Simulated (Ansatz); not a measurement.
**A short convergence ladder for InSe (Cm, 4 atoms in the cell)**

```xyz
4
Lattice="5.8555 -2.0649 0.0000 5.8555 2.0649 0.0000 -1.7318 0.0000 4.7952" Properties=species:S:1:pos:R:3 pbc="T T T"
In    -0.3414     0.0000     4.6206
In    10.3206     0.0000     0.2246
Se     3.3976     0.0000     1.5874
Se     6.5816     0.0000     3.2078
```

Base method: PBEsol, PAW files made with PBE (plane waves; Ansatz, an electronic-structure program).

Base settings: basis.ecutwfc = 30.9 Ry; kpoints.mp_grid.grid = 6 6 4; hamiltonian.xc = pbesol; hamiltonian.pseudopotentials = {kind: paw} (the program's default PAW files); scf.occupations.method = fixed.

**The width of Fermi-Dirac smearing**

In this ladder: scf.occupations.method = fermi_dirac.

The mesh stays at the base's, so the ladder's end is converged at best in this setting alone.

Only quantities that move along the ladder and can be compared are tabulated.

| scf.occupations.width | free energy less the last step's (meV/atom) | pressure (GPa) | largest difference of a force vector from the last step's (eV/Å) |
|---|---|---|---|
| 0.0735 Ry | -495.34 | 2.45 | 0.701 |
| 0.0367 Ry | -54.23 | -0.99 | 0.176 |
| 0.0147 Ry | -0.78 | -1.87 | 0.007 |
| 0.0073 Ry | -0.01 | -1.89 | 0.000 |
| 0.0015 Ry | 0.00 | -1.89 | 0.000 |

Widest scf.occupations.width that holds the pressure within 0.5 GPa of the last step, with all finer ones: 0.0147 Ry; the step before is off by 0.91 GPa.

Widest scf.occupations.width that holds the forces within 0.005 eV/Å of the last step, with all finer ones: 0.0073 Ry; the step before is off by 0.007 eV/Å.

Widest scf.occupations.width that holds the free energy within 2 meV/atom of the last step, with all finer ones: 0.0147 Ry; the step before is off by 54 meV/atom.

On the base run: the starting cell comes from a database of computed structures (which also holds hypothetical and non-ambient phases and stackings), without a prior relaxation at this level. Its lattice was rescaled by up to half a per cent. One atom was moved a little off its site on purpose. Ansatz's pressure includes its estimate of the finite-basis (Pulay) stress.

Keys are those of Ansatz 0.2.
